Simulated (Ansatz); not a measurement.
Results of r²SCAN+SOC (plane waves, PAW; Ansatz, a quantum-chemistry and plane-wave program) for SnO (model structure, started from the h-BN type, P6₃/mmc, No. 194, 4 atoms in the cell).

Settings: plane-wave cutoff 560 eV, 18×18×12 k mesh (along the axes of the cell as run), Fermi–Dirac smearing 0.05 eV, PAW data made under PBE.

Cell (relaxed with PBE-D3(BJ)):

```cif
data_O2Sn2
_chemical_formula_sum 'Sn2 O2'
_space_group_name_H-M_alt 'P 1'
_space_group_IT_number 1
_cell_length_a 4.14146
_cell_length_b 4.14146
_cell_length_c 5.19391
_cell_angle_alpha 90.000
_cell_angle_beta 90.000
_cell_angle_gamma 120.000
loop_
_space_group_symop_operation_xyz
  'x, y, z'
loop_
_atom_site_label
_atom_site_type_symbol
_atom_site_fract_x
_atom_site_fract_y
_atom_site_fract_z
_atom_site_occupancy
Sn1 Sn 0.33333 0.66667 0.25000 1
Sn2 Sn 0.66667 0.33333 0.75000 1
O1 O 0.33333 0.66667 0.75000 1
O2 O 0.66667 0.33333 0.25000 1
```

Q: Give the computed band gap and direct gap at Γ.

A: 
- band gap: 0.49 eV (on the SCF k mesh)
- direct gap at Γ: 6.90 eV

Note: the relaxation could raise the start's symmetry but not lower it, so the cell can be a saddle point; cell and atoms aren't relaxed at this level (pressure -0.7 GPa).

Static lattice: no zero-point or thermal effects.

A model structure was made by putting elements into a prototype or built by hand; it is no filed structure, need not be a known phase, and can be a saddle point held by its symmetry.
